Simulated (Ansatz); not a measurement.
## BeS, response to strain

The reference is BeS in the zinc blende structure (space group F-43m, No. 216; a = 4.8686 Å). Axes: x, y, z lie along the cube axes.

Strains are applied to the cell and any free atomic positions relax; under biaxial strain the out-of-plane vector relaxes too.

Computed with r2SCAN (Ansatz, a quantum-chemistry and plane-wave program; PAW; 500 eV plane waves; no SOC).

Notes on the quantities. energy relative to the base: free energy F.

```tsv
case	out-of-plane strain	band gap	energy relative to the base
base	–	3.59 eV	0 meV/atom
biaxial strain +0.50 %, plane normal [001], relaxed out of plane	-0.39 %	3.52 eV	+0.4 meV/atom
biaxial strain +1.00 %, plane normal [001], relaxed out of plane	-0.78 %	3.46 eV	+1.6 meV/atom
biaxial strain +1.50 %, plane normal [001], relaxed out of plane	-1.18 %	3.40 eV	+3.5 meV/atom
biaxial strain +2.00 %, plane normal [001], relaxed out of plane	-1.58 %	3.34 eV	+6.2 meV/atom
biaxial strain +2.50 %, plane normal [001], relaxed out of plane	-1.99 %	3.29 eV	+9.5 meV/atom
biaxial strain +3.00 %, plane normal [001], relaxed out of plane	-2.40 %	3.24 eV	+14 meV/atom
```

Stability against distortions was not tested.
